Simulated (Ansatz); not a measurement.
Input:

```
BAs
1.0
    3.30128     0.00000     0.00000
    1.65064     2.85900     0.00000
    1.65064    -0.95300     2.76697
B As
1 1
Direct
  0.99824   0.00088   0.00264
  0.50176   0.24912   0.74736
```

No spin polarisation.

Method: PBEsol, PAW, 420 eV (Ansatz, a program for electronic structure; no SOC). k-mesh 12×12×12 (Γ-centred); smearing 0.05 eV (Fermi–Dirac).

Predict the pressure (mean of the normal stresses, compression positive).

5.64 GPa.

Estimate the band gap.

0.92 eV.

The cells carry an imposed strain or load. Stability against distortions was not tested. The cell was made from BAs in the zinc blende structure (space group F-43m, No. 216) by this change: biaxial strain −2.08 %, plane normal [111], relaxed out of plane.
